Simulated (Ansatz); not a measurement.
# LaRu2 in the cubic Laves (MgCu2 type) structure (space group Fd-3m, No. 227)

```cif
data_La8Ru16
_chemical_formula_sum 'La8 Ru16'
_space_group_name_H-M_alt 'Fd-3m :1'
_space_group_IT_number 227
_space_group_name_Hall 'F 4d 2 3 -1d'
_cell_length_a 7.60059
_cell_length_b 7.60059
_cell_length_c 7.60059
_cell_angle_alpha 90.000
_cell_angle_beta 90.000
_cell_angle_gamma 90.000
loop_
_atom_site_label
_atom_site_type_symbol
_atom_site_symmetry_multiplicity
_atom_site_Wyckoff_symbol
_atom_site_fract_x
_atom_site_fract_y
_atom_site_fract_z
_atom_site_occupancy
La1 La 8 b 0.50000 0.50000 0.50000 1
Ru1 Ru 16 c 0.12500 0.12500 0.12500 1
```
(The calculation used a cell of 6 atoms; values per cell refer to that cell.)

Calculations: PBEsol, PAW, 420 eV (Ansatz, a first-principles code; spin-orbit coupling left out). Γ-centred 11×11×11 mesh, Fermi–Dirac width 0.05 eV.

The volume per atom is 18.29 Å³, the density is 10.32 g/cm³ and the band gap is zero. The total energy is -5931.485 eV/atom (σ→0; compares only within this code and set-up).

Stability against distortions was not tested. The final runs are not spin-polarised.
